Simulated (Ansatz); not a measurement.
Start from Ir in the fcc (Cu type) structure (space group Fm-3m, No. 225; a = 3.8450 Å; relaxed with 0.1 eV smearing). Axes: x, y, z lie along the cube axes.

Method: r2SCAN, PAW, 500 eV (Ansatz, a quantum-chemistry and plane-wave program; no SOC).

It is then changed as follows: an isotropic linear strain of +1.00 %, atoms relaxed at fixed cell.

Predict the stress tensor and what it implies for the stiffness.

Stress of the strained cell less that of the base (GPa, compression positive):
```
  -10.4     0.0     0.0
    0.0   -10.4     0.0
    0.0     0.0   -10.4
```

Then B = −ΔP/(ΔV/V₀) with ΔV/V₀ = 0.0303 gives secant stiffness values (nonlinear terms included at this strain): B ≈ 344 GPa.

As a check, the harmonic strain energy −½ V₀ Δσ:ε is 14 meV/atom; the computed energy rise is 14 meV/atom.

No phonon test of stability was made. All final runs are without spin polarisation.
